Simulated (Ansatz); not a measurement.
Results of PBE in Ansatz (PAW) for VSi₂ (P6₂22, No. 180).

Settings: plane-wave cutoff 520 eV, no spin polarisation, scalar-relativistic PAW data made under PBE.

Computed at the level's own relaxed cell.

Question: Estimate the lattice parameter a and lattice parameter c that the calculation returns.

Answer: 
- lattice parameter a = 4.565 Å
- lattice parameter c = 6.368 Å

The computed numbers hold no vibrational or temperature effects.

Ansatz is an electronic-structure program.
